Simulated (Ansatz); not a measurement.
Reference: RuAs2 (Pnnm), r2SCAN, rigid bands (plane waves, PAW, scalar-relativistic; Ansatz, a first-principles code); geometry: cell and atoms relaxed with PBEsol.

RuAs₂ is taken in the orthorhombic space group Pnnm (No. 58), Pearson symbol oP6. Lattice parameters: a = 5.427 Å, b = 6.166 Å, c = 2.966 Å, α = 90.00°, β = 90.00°, γ = 90.00°. As on 4g has 3 Ru at 2.434–2.467 Å and 1 As at 2.491 Å. Ru on 2a is coordinated by 6 As at 2.434–2.467 Å and 2 Ru at 2.966 Å. (Neighbours: up to the widest gap in distance over summed covalent radii, below 1.35, at either atom; cation-cation and far metal-metal contacts left out.)

The band gap is 0.59 eV and the electron conductivity mass is 0.73 mₑ. The Seebeck coefficient, n-type 1e19 cm⁻³ comes out as -341 μV/K.

Q: Replace Ru by Fe on the same sites and relax. What happens?

A: FeAs₂ (Pnnm): volume per atom 16.5 to 14.7 Å³; band gap falls (0.59 eV to 0.52 eV); electron conductivity mass rises (0.73 mₑ to 1.30 mₑ); Seebeck coefficient, n-type 1e19 cm⁻³ rises in size (-341 μV/K to -405 μV/K).

Moves up to 5 % count as about the same. Masses are for dilute carriers at 300 K, harmonic means over directions unless an axis is named. Seebeck coefficients are for the stated density at 300 K, with one relaxation time for all states and whether or not that doping can be reached. Spin-orbit coupling is left out.

Formula and space group known from diffraction (Crystallography Open Database), not checked to be the room-temperature form: FeAs2 (Pnnm), RuAs2 (Pnnm). Treated as nonmagnetic, magnetic states not searched for: FeAs2 (Pnnm).
